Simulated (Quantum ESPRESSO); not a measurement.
## Quick settings and what they miss: a (001) slab of TcPt3 (cut from a parent of space group no. 139; 8 atoms in the cell)

Self-consistent single point.

```yaml
crystal:
  lattice:
    - [3.91209, 0.00000, 0.00000]
    - [0.00000, 3.91209, 0.00000]
    - [0.00000, 0.00000, 15.95240]
  atoms:
    - { symbol: Tc, position: [0.00000, 0.00000, 0.68657] }
    - { symbol: Tc, position: [0.50000, 0.50000, 0.43781] }
    - { symbol: Pt, position: [0.00000, 0.50000, 0.31343] }
    - { symbol: Pt, position: [0.50000, 0.00000, 0.31343] }
    - { symbol: Pt, position: [0.50000, 0.50000, 0.68657] }
    - { symbol: Pt, position: [0.50000, 0.00000, 0.56219] }
    - { symbol: Pt, position: [0.00000, 0.50000, 0.56219] }
    - { symbol: Pt, position: [0.00000, 0.00000, 0.43781] }
```

Computed with LDA (PZ), GBRV 1.5 ultrasoft (LDA) pseudopotentials (plane waves; Quantum ESPRESSO 7.5).

Base settings: ecutwfc = 40 Ry; ecutrho = 320 Ry; occupations = smearing; smearing = fd; degauss = 0.0036749 Ry; potentials = {Tc: tc_lda_v1.uspp.F.UPF, Pt: pt_lda_v1.4.uspp.F.UPF}; K_POINTS = automatic 7 7 1 0 0 0; conv_thr = 1e-10 Ry; mixing_beta = 0.4.

Tight run (finer mesh or higher cutoff; not a proven limit): ecutwfc: 40 Ry → 56 Ry; ecutrho: 320 Ry → 448 Ry; conv_thr: 1e-10 Ry → 7.3e-11 Ry; K_POINTS: automatic 7 7 1 0 0 0 → automatic 10 10 1 0 0 0. It gave Fermi level (on the code's own zero) 8.10 eV; pressure averaged over the cell with its vacuum -11.70 GPa; largest force (vector length) 1.660 eV/Å.

Quick runs, as changes from the base:
- A: the base itself
- B: ecutwfc: 40 Ry → 20 Ry; ecutrho: 320 Ry → 160 Ry; conv_thr: 1e-10 Ry → 7.3e-06 Ry; K_POINTS: automatic 7 7 1 0 0 0 → automatic 8 8 1 0 0 0
- C: ecutwfc: 40 Ry → 28 Ry; ecutrho: 320 Ry → 224 Ry; conv_thr: 1e-10 Ry → 7.3e-05 Ry; K_POINTS: automatic 7 7 1 0 0 0 → automatic 4 4 1 0 0 0
- D: ecutwfc: 40 Ry → 20 Ry; ecutrho: 320 Ry → 160 Ry; conv_thr: 1e-10 Ry → 7.3e-06 Ry; K_POINTS: automatic 7 7 1 0 0 0 → automatic 4 4 1 0 0 0
- E: ecutwfc: 40 Ry → 24 Ry; ecutrho: 320 Ry → 192 Ry; K_POINTS: automatic 7 7 1 0 0 0 → automatic 3 3 1 0 0 0
- F: ecutwfc: 40 Ry → 28 Ry; ecutrho: 320 Ry → 224 Ry; K_POINTS: automatic 7 7 1 0 0 0 → automatic 8 8 1 0 0 0

Energies are extrapolated to zero smearing width, which holds to low order in the width alone (under cold and Methfessel-Paxton smearing the free energy itself is taken).

The count of work is k-points × plane waves × bands × iterations; it is no time. Core times come from one kind of shared machine and are given to one figure; runs under 30 s give none.

The starting cell comes from a database of computed structures (which also holds hypothetical and non-ambient phases and stackings), without a prior relaxation at this level. The slab is cut from that crystal, and its faces are unrelaxed. Its lattice was rescaled in the plane by a random factor within 2.5 % of one. Spin polarisation is off. The two faces of this cut differ, and no dipole correction was used. In the base run, forces exceed 1 eV/Å.

```tsv
run	energy less tight (meV/atom)	largest miss in a force vector (eV/Å)	count of work / tight	core time / tight (rough)
A	22.2	0.079	0.28	0.3
B	4514.9	0.410	0.11	0.2
C	130.1	0.272	0.066	0.1
D	4540.9	0.495	0.043	0.07
E	888.3	0.207	0.042	0.1
F	126.2	0.077	0.24	0.2
```

Among the runs at the tight run's level, the energy misses run from 22.2 to 4540.9 meV/atom.
